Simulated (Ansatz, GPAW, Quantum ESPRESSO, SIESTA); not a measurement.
## Code comparison for NiS (P6_3/mmc, 4 atoms in the cell)

Self-consistent single point.

```
NiS
1.0
    3.41116     0.00000     0.00000
   -1.70558     2.95415     0.00000
    0.00000     0.00000     5.14014
Ni S
2 2
Direct
  0.00000   0.00000   0.50000
  0.00000   0.00000   0.00000
  0.33333   0.66667   0.75000
  0.66667   0.33333   0.25000
```

Shared settings, as Ansatz (a program for electronic structure) writes them: kpoints.mp_grid.grid = 3 3 2; scf.occupations.method = fermi_dirac; scf.occupations.width = 0.1 eV. Potentials and cutoffs stand in the table.

```csv
code,model,pressure (GPa),cutoff
Quantum ESPRESSO,"PBEsol, PSlibrary ultrasoft (PBE) pseudopotentials",-1.24,50 Ry
GPAW,"PBEsol, GPAW PAW datasets PBEsol (made by gpaw-setup)",0.42,850 eV
SIESTA,"GGA PBEsol, numerical atomic orbitals DZP, PseudoDojo PBEsol standard norm-conserving potentials (rewritten from UPF to PSML)",-2.40,grid 400 Ry
Ansatz,"PBEsol, PAW files made with PBE",-1.39,default
```

On Ansatz's run: spin polarisation is off, so a magnetic state, if there is one, cannot be reached.

The spread over the programs that give each value: pressure within 2.82 GPa.

SIESTA uses small atom-centred bases, whose incompleteness enters pressures, forces and empty levels differently from a plane-wave cutoff. Ansatz's pressure is given at a fixed set of plane waves, as the other plane-wave codes print theirs; with its correction for the finite basis it is -1.32 GPa. In the pressure, GPAW (by 1.66) and SIESTA (by 1.16) lie more than 1 GPa from the median of the plane-wave programs.

On the base mesh (15 15 9) the same programs gave: Ansatz pressure -2.37 GPa; Quantum ESPRESSO pressure -2.21 GPa; GPAW pressure -0.56 GPa; SIESTA pressure -3.29 GPa.

The values differ from the base mesh's, so the mesh still matters here: the table compares the programs at equal settings.

The starting cell comes from a database of computed structures (which also holds hypothetical and non-ambient phases and stackings), without a prior relaxation at this level. Its lattice was rescaled by a random factor within 2.5 % of one.

Left out of this page: FLEUR (not drawn, or without a comparable value).

Keys are those of Ansatz 0.2.
